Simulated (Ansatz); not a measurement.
What biaxial strain +2.25 %, plane normal [001], relaxed out of plane does to ZnCu2SnS4

Base system: ZnCu$_{2}$SnS$_{4}$ (space group I-4, No. 82; a = 5.3737 Å, c = 10.7548 Å). Axes: x, y, z lie along a, b, c of the conventional cell.

One thing is altered: tensile biaxial strain of 2.25 % in the plane normal to [001], as in epitaxy on a mismatched substrate; the out-of-plane cell vector and the atoms relax.

The values are results of PBEsol in Ansatz (plane waves to 420 eV, PAW, no SOC), not measurements. Settings: 9×9×9 k-points, 0.05 eV Fermi–Dirac smearing.

The volume per atom rises by 0.29 Å³ (19.41 Å³ → 19.70 Å³) and the space group is still I-4 (No. 82). The shortest interatomic distance grows by 0.014 Å (2.271 Å → 2.285 Å) and the energy rises by 5.1 meV/atom. The pressure (mean of the normal stresses, compression positive) goes from zero to -1.2 GPa and the band gap changes from 0.11 eV to zero (uncertain: the Fermi level lies in a band; the base alone). The out-of-plane strain amounts to -2.90 % (rough) and the mean in-plane stress (compression positive) is -1.8 GPa (rough).

Final structure (turned so that z lies along the plane normal):

```
ZnCu2SnS4
1.0
    5.49463     0.00000     0.00000
    0.00000     5.49463     0.00000
    2.74731    -2.74731     5.22134
Cu Zn Sn S
2 1 1 4
Direct
  0.00000   0.00000   0.00000
  0.25000   0.25000   0.50000
  0.75000   0.75000   0.50000
  0.50000   0.50000   0.00000
  0.11077   0.36274   0.26039
  0.36274   0.62883   0.73961
  0.62883   0.89766   0.26039
  0.89766   0.11077   0.73961
```

Without a gap, meshes like the base's 9×9×9 leave anisotropic stresses uncertain by several tenths of a GPa, and small strain energies with them. No phonon test of stability was made. All final runs are without spin polarisation. The zero or small gap of ZnCu2SnS4 can change with the level of theory.

Ansatz is a quantum-chemistry and plane-wave program.
